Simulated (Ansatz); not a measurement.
Parameter sweep on VSi2 (P6_222, 9 atoms in the cell)

```
CELL_PARAMETERS angstrom
      4.57062     0.00000     0.00000
     -2.28531     3.95828     0.00000
      0.00000     0.00000     6.36882
ATOMIC_POSITIONS crystal
  V  0.00000 0.50000 0.16667
  V  0.50000 0.00000 0.50000
  V  0.50000 0.50000 0.83333
  Si 0.83751 0.67501 0.50000
  Si 0.16250 0.83751 0.83333
  Si 0.32499 0.16250 0.16667
  Si 0.16250 0.32499 0.50000
  Si 0.83751 0.16250 0.83333
  Si 0.67501 0.83751 0.16667
```

Base run A: PBE, PAW files (Ansatz, a first-principles code), self-consistent single point.

Its settings: basis.ecutwfc = 420 eV; kpoints.mp_grid.grid = 7 7 4; hamiltonian.xc = pbe; hamiltonian.pseudopotentials = {kind: paw} (the program's default PAW files); scf.occupations.method = fermi_dirac; scf.occupations.width = 0.1 eV.

The starting cell comes from a database of computed structures (which also holds hypothetical and non-ambient phases and stackings), without a prior relaxation at this level. Its lattice was rescaled by a random factor within 2.5 % of one. Spin polarisation is off. Ansatz's pressure includes its estimate of the finite-basis (Pulay) stress.

ΔF is the free energy per atom less that of run A. 

```tsv
run	scf.occupations.width	ΔF (meV/atom)	pressure (GPa)	largest force (eV/Å)	TS (meV/atom)
A	0.1 eV	0.00	-0.28	0.070	16.9
B	0.002 eV	9.4	-0.39	0.029	0.0
C	0.01 eV	9.3	-0.39	0.029	0.2
D	0.025 eV	8.8	-0.38	0.038	1.3
E	0.05 eV	6.8	-0.35	0.052	5.1
F	0.15 eV	-10.0	-0.17	0.089	34.4
G	0.2 eV	-22.9	-0.01	0.108	57.9
H	0.3 eV	-58.4	0.52	0.142	127.8
I	0.5 eV	-178.6	2.85	0.181	397.4
J	0.8 eV	-514.0	9.14	0.174	1153.8
```

Run B against A: The free energy rises by 9.4 meV/atom, the pressure goes from -0.28 to -0.39 GPa and the largest force goes from 0.070 to 0.029 eV/Å.

Run E against A: The free energy goes up by 6.8 meV/atom, the pressure hardly changes (-0.28 to -0.35 GPa) and the largest force goes from 0.070 to 0.052 eV/Å.

Run J against A: The free energy goes down by 514 meV/atom, the pressure goes from -0.28 to 9.14 GPa and the largest force goes from 0.070 to 0.174 eV/Å.

Keys are those of Ansatz 0.2.
